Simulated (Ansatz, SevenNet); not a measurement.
**Ladder of methods for the lattice parameter c of hexagonal WC**

Reference value: 2.837 Å (measured, 300 K, not corrected to a static lattice; as tabulated in Wikipedia's data pages).

Q: What do SevenNet-0, LDA, PBE, PBE-D4, r²SCAN+rVV10, r²SCAN0, Hartree–Fock give, and how far is each from the reference?

A: 
```json
[
 {"level (code)": "SevenNet-0", "value (Å)": "2.849", "difference (%)": "+0.42"},
 {"level (code)": "LDA (Ansatz)", "value (Å)": "2.812", "difference (%)": "-0.88"},
 {"level (code)": "PBE (Ansatz)", "value (Å)": "2.846", "difference (%)": "+0.32"},
 {"level (code)": "PBE-D4 (Ansatz)", "value (Å)": "2.833", "difference (%)": "-0.14"},
 {"level (code)": "r²SCAN+rVV10 (Ansatz)", "value (Å)": "2.832", "difference (%)": "-0.18"},
 {"level (code)": "r²SCAN0 (Ansatz)", "value (Å)": "2.821", "difference (%)": "-0.56"},
 {"level (code)": "Hartree–Fock (Ansatz)", "value (Å)": "2.833", "difference (%)": "-0.14"}
]
```

The reference is not for a static lattice or low temperature, so close values are not ranked against it.

The reference isn't brought to a static lattice, while the calculations are for one, so the differences are not the levels' errors alone.  Density-functional levels without +SOC have no spin–orbit coupling. r²SCAN0, Hartree–Fock: the run has no spin polarisation, so it can have missed a magnetic state. Cutoffs and k meshes differ between the levels. Ansatz's density-functional and Hartree–Fock values are scalar-relativistic unless marked +SOC, with PAW data made under PBE.

Machine-learned potentials (SevenNet-0) are trained on DFT data: a solid inside that data is no test of them.

Differences are worked out from the printed values.

Ansatz is a first-principles code.
